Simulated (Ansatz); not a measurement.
Results of LDA (plane waves, PAW; Ansatz, a program for electronic structure) for SnC (model structure, started from the wurtzite type, P6₃mc, No. 186, 4 atoms in the cell).

Numerical settings: plane-wave cutoff 520 eV, 12×12×6 k mesh (along the axes of the cell as run), Fermi–Dirac smearing 0.01 eV, scalar-relativistic PAW data made under PBE.

Cell (relaxed at this level):

Space group P6₃mc (No. 186); a = 3.5255 Å, b = 3.5255 Å, c = 5.7754 Å, α = 90.00°, β = 90.00°, γ = 120.00°

```
atom  site  symmetry       x       y       z
----  ----  --------  ------  ------  ------
Sn      2b       3m.  0.6667  0.3333  0.0003
C       2b       3m.  0.3333  0.6667  0.1249
```

Q: What does this level give for the band gap and bulk modulus B0?

A: 
- band gap: 1.14 eV (on the SCF k mesh)
- bulk modulus B0: 144 GPa

Note: the bulk modulus is −V dP/dV from two relaxed cells at ±2 % in volume; the relaxation could raise the start's symmetry but not lower it, so the cell can be a saddle point.

Spin–orbit coupling is not included.

Static lattice: no zero-point or thermal effects.

A model structure was made by putting elements into a prototype or built by hand; it is no filed structure, need not be a known phase, and can be a saddle point held by its symmetry.
